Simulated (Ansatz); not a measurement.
The parent structure is WSe2 (space group Fm-3m, No. 225; a = 6.2622 Å; ferromagnetic; a hypothetical phase, not in the database extracts checked). Axes: x, y, z lie along the cube axes.

Structures relaxed with r2SCAN (Ansatz, a program for electronic structure; PAW; 500 eV plane waves; spin-orbit coupling left out).

Base:

Simulated powder pattern, Cu Kα1, λ = 1.54056 Å (kinematic, ideal powder, no thermal factors, no anomalous dispersion; the 8 strongest lines at most, above 2 %, up to 2θ = 90°):

| 2θ (°) | I/Imax (%) | hkl |
|---|---|---|
| 24.60 | 70 | (111) |
| 40.72 | 100 | (220) |
| 48.15 | 36 | (311) |
| 58.95 | 17 | (400) |
| 64.85 | 15 | (331) |
| 74.11 | 35 | (422) |
| 79.46 | 12 | (511) |
| 88.19 | 12 | (440) |

After one change:

Simulated powder pattern, Cu Kα1, λ = 1.54056 Å (kinematic, ideal powder, no thermal factors, no anomalous dispersion; the 8 strongest lines at most, above 2 %, up to 2θ = 90°):

```
2θ (°)  I/Imax (%)
------  ----------
25.06          100
40.72           50
41.90           92
48.41           36
50.46           16
58.95           17
74.92           34
77.32           15
```

Task: Name the change that was made.
A. uniaxial strain ε_zz = −5.17 %
B. uniaxial stress, 2 GPa compression along x
C. uniaxial strain ε_xx = −1.25 %
D. isotropic strain +5.92 %

Result: A, uniaxial strain ε_zz = −5.17 %. Its volume per atom is 19.41 Å³ against 20.46 Å³, and its space group is I4/mmm (No. 139).

Other magnetic orders, which the real material may have, were not ruled out. Stability under load was not tested beyond the relaxation.
